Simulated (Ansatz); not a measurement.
Consider La-vacancy pair (La on one host Zr site, one O site vacant) in monoclinic ZrO2, charge state +1. These are PBE, PAW (plane waves to 420 eV; Ansatz, a program for electronic structure) values and carry that method's errors.

96-site cell at the relaxed PBE lattice, the Γ point alone, smearing 0.01 eV, spin-restricted, no finite-size correction. No zero-point or tunnelling terms. Spin-orbit coupling is left out. The charge state is imposed; whether it is stable for some Fermi level was not computed. Forms of the defect that were not tried may lie lower. The start lies 0.33 eV above the lowest site run (PBE).

Barriers: single points on a 2×2×2 k-point mesh shifted by half a step at the bands' geometries.

The step: one O atom jumps into the vacancy from a nearby O site (La-vacancy distance between ideal sites 2.06 → 2.08 Å). Atoms about the jump, Cartesian Å from the middle of the jump, before and after:

| atom | x0 | y0 | z0 | x1 | y1 | z1 |
|---|---|---|---|---|---|---|
| O1 | -0.35 | 1.38 | -0.58 | 0.35 | -1.38 | 0.58 |
| La2 | 1.58 | 0.34 | -0.18 | 1.48 | 0.42 | -0.13 |
| O3 | -1.98 | -0.91 | -1.22 | -1.93 | -0.86 | -1.23 |
| Zr4 | -1.53 | -2.46 | 0.14 | -1.32 | -2.41 | 0.22 |
| O5 | -2.39 | -0.81 | 1.40 | -2.42 | -0.80 | 1.43 |
| Zr6 | -0.92 | 0.71 | -2.50 | -0.94 | 0.60 | -2.65 |
| O7 | 0.71 | -0.58 | -2.17 | 0.75 | -0.42 | -2.23 |
| O8 | -2.57 | 1.82 | -1.51 | -2.06 | 1.81 | -1.33 |
| O9 | -0.51 | 2.20 | 2.09 | -0.36 | 1.92 | 1.79 |
| Zr10 | -1.72 | 0.71 | 2.83 | -1.74 | 0.68 | 2.85 |
| Zr11 | -3.57 | 0.28 | -0.24 | -3.53 | 0.24 | -0.20 |
| Zr12 | -1.35 | 2.92 | 0.20 | -1.43 | 3.06 | 0.31 |
| O13 | 0.03 | -0.42 | 3.02 | -0.05 | -0.47 | 3.19 |
| O14 | -2.88 | 1.76 | 1.20 | -2.88 | 1.78 | 1.23 |
| O15 | -0.50 | -2.94 | 1.96 | -0.56 | -3.12 | 2.15 |

Task: Predict the transition state.

Result: 
```csv
atom,x,y,z
O1,-0.56,0.04,0.07
La2,1.57,0.39,-0.19
O3,-2.17,-0.98,-1.37
Zr4,-1.42,-2.27,0.13
O5,-2.54,-0.82,1.45
Zr6,-0.92,0.53,-2.48
O7,0.78,-0.54,-2.27
O8,-2.24,1.83,-1.38
O9,-0.52,2.23,2.11
Zr10,-1.70,0.67,2.80
Zr11,-3.57,0.26,-0.23
Zr12,-1.41,2.99,0.30
O13,0.03,-0.40,3.09
O14,-2.90,1.77,1.22
O15,-0.50,-2.88,1.99
```
It lies 1.61 eV above the start and 1.94 eV above the end. The program found a first-order saddle point.
